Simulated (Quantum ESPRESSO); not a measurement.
The steps of a band-structure calculation for LiMg2 (C2/m, 3 atoms in the cell) with Quantum ESPRESSO.

Level of theory: LDA (PZ), GBRV 1.5 ultrasoft (LDA) pseudopotentials (plane waves; Quantum ESPRESSO 7.5).

Step 1 (scf):

```fortran
&control
  calculation = 'scf',
  prefix = 'LiMg2',
  outdir = './tmp',
  pseudo_dir = './',
  tprnfor = .true.,
  tstress = .true.,
/
&system
  ibrav = 0,
  nat = 3,
  ntyp = 2,
  ecutwfc = 40,
  ecutrho = 200,
  occupations = 'smearing',
  smearing = 'marzari-vanderbilt',
  degauss = 0.0147,
/
&electrons
  conv_thr = 1e-10,
  mixing_beta = 0.3,
/
ATOMIC_SPECIES
Li     6.9400  li_lda_v1.4.uspp.F.UPF
Mg    24.3050  mg_lda_v1.4.uspp.F.UPF
CELL_PARAMETERS angstrom
   5.448648000    -1.732787000     0.000000000
   5.448648000     1.732787000     0.000000000
  -1.101706000     0.000000000     3.297529000
ATOMIC_POSITIONS crystal
Li    0.500000000    0.500000000    0.500000000
Mg    0.841320000    0.841320000    0.841140000
Mg    0.158680000    0.158680000    0.158860000
K_POINTS automatic
5 5 5  0 0 0
```

Step 2 (bands):

```fortran
&control
  calculation = 'bands',
  prefix = 'LiMg2',
  outdir = './tmp',
  pseudo_dir = './',
  verbosity = 'high',
/
&system
  ibrav = 0,
  nat = 3,
  ntyp = 2,
  ecutwfc = 40,
  ecutrho = 200,
  occupations = 'smearing',
  smearing = 'marzari-vanderbilt',
  degauss = 0.0147,
  nbnd = 19,
/
&electrons
  conv_thr = 1e-10,
  startingwfc = 'random',
  diago_thr_init = 1.0d-6,
  diagonalization = 'cg',
/
ATOMIC_SPECIES
Li     6.9400  li_lda_v1.4.uspp.F.UPF
Mg    24.3050  mg_lda_v1.4.uspp.F.UPF
CELL_PARAMETERS angstrom
   5.448648000    -1.732787000     0.000000000
   5.448648000     1.732787000     0.000000000
  -1.101706000     0.000000000     3.297529000
ATOMIC_POSITIONS crystal
Li    0.500000000    0.500000000    0.500000000
Mg    0.841320000    0.841320000    0.841140000
Mg    0.158680000    0.158680000    0.158860000
K_POINTS crystal_b
11
  0.00000000   0.50000000   0.00000000  10  ! X
  0.00000000   0.00000000   0.00000000  10  ! G
  0.00000000   0.00000000  -0.50000000   1  ! Y
  0.00000000   0.50000000  -0.50000000  13  ! L
  0.00000000   0.00000000   0.00000000  10  ! G
 -0.50000000  -0.50000000   0.50000000   1  ! Z
 -0.50000000   0.00000000   0.50000000  13  ! N
  0.00000000   0.00000000   0.00000000   6  ! G
 -0.50000000  -0.50000000   0.00000000   1  ! M
 -0.50000000   0.00000000   0.00000000  10  ! R
  0.00000000   0.00000000   0.00000000   1  ! G
```

Step 3 (bands.x):

```fortran
&bands
  prefix = 'LiMg2',
  outdir = './tmp',
  filband = 'bands.dat',
  lsym = .false.,
/
```

Output of bands (abridged):

```
     Atomic positions and unit cell read from directory:
     ./tmp/LiMg2.save/

     Message from routine setup:
     using ibrav=0 with symmetry is DISCOURAGED, use correct ibrav instead
     G-vector sticks info
     --------------------
     sticks:   dense  smooth     PW     G-vecs:    dense   smooth      PW
     Sum        1073     857    261                20025    14367    2405

     bravais-lattice index     =            0
   [... lines left out ...]
     unit-cell volume          =     420.1933 (a.u.)^3
   [... lines left out ...]

     number of k points=    76  Marzari-Vanderbilt smearing, width (Ry)=  0.0147
                       cart. coord. in units 2pi/alat
        k(    1) = (   0.2623378   0.8249059   0.0876472), wk =   0.0263158
        k(    2) = (   0.2361040   0.7424153   0.0788825), wk =   0.0263158
        k(    3) = (   0.2098702   0.6599247   0.0701177), wk =   0.0263158
   [... 73 lines left out ...]

     Dense  grid:    20025 G-vectors     FFT dimensions: (  50,  50,  30)

     Smooth grid:    14367 G-vectors     FFT dimensions: (  45,  45,  27)

     The potential is recalculated from file :
     ./tmp/LiMg2.save/charge-density

     Band Structure Calculation
     CG style diagonalization

     ethr =  1.00E-06,  avg # of iterations = 28.7

     End of band structure calculation

          k = 0.2623 0.8249 0.0876 (  1792 PWs)   bands (ev):

   -71.0437 -71.0433 -41.1738 -38.4899 -38.4875 -38.4745 -38.4740 -38.4722
   -38.4689   0.8644   1.5212   3.2837   4.8031   8.5915   9.5239  11.4227
    12.1768  13.2601  14.2354

          k = 0.2361 0.7424 0.0789 (  1798 PWs)   bands (ev):

   -71.0438 -71.0432 -41.1738 -38.4898 -38.4874 -38.4751 -38.4733 -38.4722
   -38.4688   0.5148   1.9203   3.2404   4.9096   8.1187  10.0636  11.2146
    12.4236  13.1348  13.6736

   [... 74 blocks of this kind left out ...]
```

Output of bands.x (abridged):

```
     Reading xml data from directory:

     ./tmp/LiMg2.save/

     G-vector sticks info
     --------------------
     sticks:   dense  smooth     PW     G-vecs:    dense   smooth      PW
     Sum        1073     857    261                20025    14367    2405

     Reading collected, re-writing distributed wavefunctions
     high-symmetry point:  0.2623 0.8249 0.0876   x coordinate   0.0000
     high-symmetry point:  0.0000 0.0000 0.0000   x coordinate   0.8700
     high-symmetry point:  0.0000 0.0000-0.8669   x coordinate   1.7370
     high-symmetry point:  0.2623 0.8249-0.7793   x coordinate   1.7370
     high-symmetry point:  0.0000 0.0000 0.0000   x coordinate   2.9017
     high-symmetry point: -0.5247 0.0000 0.6916   x coordinate   3.7699
     high-symmetry point: -0.2623 0.8249 0.7793   x coordinate   3.7699
     high-symmetry point:  0.0000 0.0000 0.0000   x coordinate   4.9346
     high-symmetry point: -0.5247 0.0000-0.1753   x coordinate   5.4878
     high-symmetry point: -0.2623 0.8249-0.0876   x coordinate   5.4878
     high-symmetry point:  0.0000 0.0000 0.0000   x coordinate   6.3578

     Plottable bands (eV) written to file bands.dat.gnu
     Bands written to file bands.dat

   JOB DONE.
```

The starting cell comes from a database of computed structures (which also holds hypothetical and non-ambient phases and stackings), without a prior relaxation at this level. Its lattice was rescaled by a random factor within 2.5 % of one.
